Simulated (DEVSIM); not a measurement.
Structure: abrupt GaAs p-n junction, at 250 K.

```
layer (left to right)  material  thickness (μm)  Nd (cm⁻³)  Na (cm⁻³)  τn (s)  τp (s)
---------------------  --------  --------------  ---------  ---------  ------  ------
1                          GaAs            6.20          -     3.6e17  1.1e-9  1.1e-9
2                          GaAs            73.0     1.4e16          -  1.1e-9  1.1e-9
```

Left contact: ohmic. Right contact: ohmic. Voltage is applied to the left contact. Recombination: SRH at mid-gap, radiative, Auger. Mobility is constant in doping.

The device is made up for the run: typed textbook-type constants, with dimensions and the other settings drawn at random. Values at 300 K; Nc and Nv go as T^1.5, mobilities as T to minus their exponent, the gap by Varshni's rule with the affinity fixed.

```tsv
parameter	GaAs
gap (eV)	1.424
affinity (eV)	4.07
permittivity	12.9
Nc (cm⁻³)	4.7e17
Nv (cm⁻³)	9e18
μn (cm²/Vs)	8500
μp (cm²/Vs)	400
T exponent of μn	2.1
T exponent of μp	2.2
B (cm³/s)	2e-10
Cn (cm⁶/s)	1e-30
Cp (cm⁶/s)	1e-30
Varshni α (eV/K)	0.000541
Varshni β (K)	204
```

Model (solved in DEVSIM): 1D drift-diffusion, Boltzmann statistics, complete ionisation; no tunnelling, impact ionisation, image-force lowering or self-heating.

The minority lifetime in layer 2 was swept, all else fixed.

| minority lifetime in layer 2 (s) | dark forward voltage at 1 A/cm² (V) | dark forward voltage at 100 A/cm² (V) |
|---|---|---|
| 3.3e-11 | 1.067 | 1.228 |
| 1.1e-10 | (withheld) | (withheld) |
| 3.3e-10 | 1.099 | 1.242 |
| 1.1e-9 | 1.113 | 1.251 |
| 3.3e-9 | 1.125 | 1.261 |
| 1.1e-8 | 1.135 | 1.269 |
| 3.3e-8 | 1.142 | 1.274 |

**Question.** Some entries are withheld; supply them.

**Answer.** 
- 1.1e-10, dark forward voltage at 1 A/cm² (V): 1.084
- 1.1e-10, dark forward voltage at 100 A/cm² (V): 1.235
